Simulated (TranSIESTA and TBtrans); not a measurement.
Run with TranSIESTA and TBtrans (open boundaries, self-consistent; PseudoDojo norm-conserving potentials, scalar-relativistic): PAO.BasisSize DZ, PAO.EnergyShift 0.15 eV, XC.Authors PBE, Mesh.Cutoff 200 Ry, ElectronicTemperature 300 K, TS.Voltage 0.0 eV, TBT.Elecs.Eta 0.001 eV, no spin polarisation.

System: In chain with one bond stretched by 0.6 Å. Leads: straight In chain, spacing 3.074 Å. Geometry: as built, not relaxed.

Question: Predict: conductance at 300 K (G0 = 2e²/h); thermopower (μV/K); mean T from −0.5 to 0.5 eV.

Answer: conductance at 300 K (G0 = 2e²/h): 2.67; thermopower (μV/K): -3.6; mean T from −0.5 to 0.5 eV: 1.89. The straight chain is held at its spacing; free chains may zigzag or dimerise. No spin-polarised start was tried, so a magnetic state, if there is one, is missed.
